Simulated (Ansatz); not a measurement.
```xyz
28
Lattice="17.0000 0.0000 0.0000 0.0000 16.5000 0.0000 0.0000 0.0000 4.3331" Properties=species:S:1:pos:R:3 pbc="T T T"
B     11.3074     8.2500     2.8887
N     11.1054     9.5047     3.6109
N     11.3917     8.2500     1.4444
B     10.2504    10.4450     2.8887
N      9.1435    11.0693     3.6109
B     11.0294     9.4681     0.7221
N     10.3030    10.5109     1.4444
B      7.8753    10.9871     2.8887
N      6.6970    10.5109     3.6109
B      9.1247    10.9871     0.7221
N      7.8565    11.0693     1.4444
B      5.9706     9.4681     2.8887
N      5.6083     8.2500     3.6109
B      6.7496    10.4450     0.7221
N      5.8946     9.5047     1.4444
B      5.9706     7.0319     2.8887
N      6.6970     5.9891     3.6109
B      5.6926     8.2500     0.7221
N      5.8946     6.9953     1.4444
B      7.8753     5.5129     2.8887
N      9.1435     5.4307     3.6109
B      6.7496     6.0550     0.7221
N      7.8565     5.4307     1.4444
B     10.2504     6.0550     2.8887
N     11.1054     6.9953     3.6109
B      9.1247     5.5129     0.7221
N     10.3030     5.9891     1.4444
B     11.0294     7.0319     0.7221
```

These are PBE (plane waves to 420 eV, PAW; Ansatz, an electronic-structure program) values and carry that method's errors. Mesh 1×1×8. No spin polarisation. Isolated but for its images some 11 Å away. An idealised model, rolled from the flat sheet. Only distortions within the start's symmetry and period were free.

**Question.** Tabulate the two highest filled and two lowest empty levels along the axis, from the valence top.

**Answer.** 
| k (2π/c) | v2 (eV) | v1 (eV) | c1 (eV) | c2 (eV) |
|---|---|---|---|---|
| 0.000 | 0.00 | 0.00 | 3.36 | 3.97 |
| 0.042 | -0.03 | -0.03 | 3.40 | 4.01 |
| 0.083 | -0.10 | -0.10 | 3.50 | 4.11 |
| 0.125 | -0.13 | -0.13 | 3.67 | 4.27 |
| 0.167 | -0.16 | -0.16 | 3.88 | 4.48 |
| 0.208 | -0.20 | -0.20 | 4.11 | 4.71 |
| 0.250 | -0.26 | -0.26 | 4.36 | 4.96 |
| 0.292 | -0.32 | -0.32 | 4.62 | – |
| 0.333 | -0.39 | -0.39 | 4.89 | – |
| 0.375 | -0.48 | -0.48 | 5.14 | – |
| 0.417 | -0.57 | -0.57 | – | – |
| 0.458 | -0.66 | -0.66 | – | – |
| 0.500 | -0.76 | -0.76 | – | – |
A dash stands for levels within 1 eV of the vacuum level or above it.
